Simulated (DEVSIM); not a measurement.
Device: Cr/SiO2/p-Si capacitor, at 300 K.

Layer 1 from the left is SiO2, thickness (nm) 9.20. Layer 2 from the left is Si, thickness (nm) 4200, Na (cm⁻³) 9.5e14.

Metal gate on the left, work function 4.5 eV. Fixed charge at the semiconductor interface 0 cm⁻² (in units of +e); no interface traps.

The device is made up for the run: typed textbook-type constants, with dimensions and the other settings drawn at random. Values at 300 K.

SiO2: gap (eV) 9, affinity (eV) 0.9, permittivity 3.9. Si: gap (eV) 1.124, affinity (eV) 4.05, permittivity 11.7, Nc (cm⁻³) 2.86e19, Nv (cm⁻³) 3.1e19.

Model (solved in DEVSIM): 1D Poisson equation in equilibrium, Boltzmann statistics, complete ionisation; no quantum confinement or tunnelling. Metal contacts follow the ideal Schottky-Mott rule: no Fermi-level pinning, no interface dipoles.

What does the simulation give for the flat-band voltage, the minimum of the low-frequency capacitance, the threshold voltage (band bending 2φF)?

flat-band voltage -0.41 V; minimum of the low-frequency capacitance 0.0129 μF/cm²; threshold voltage (band bending 2φF) 0.22 V.
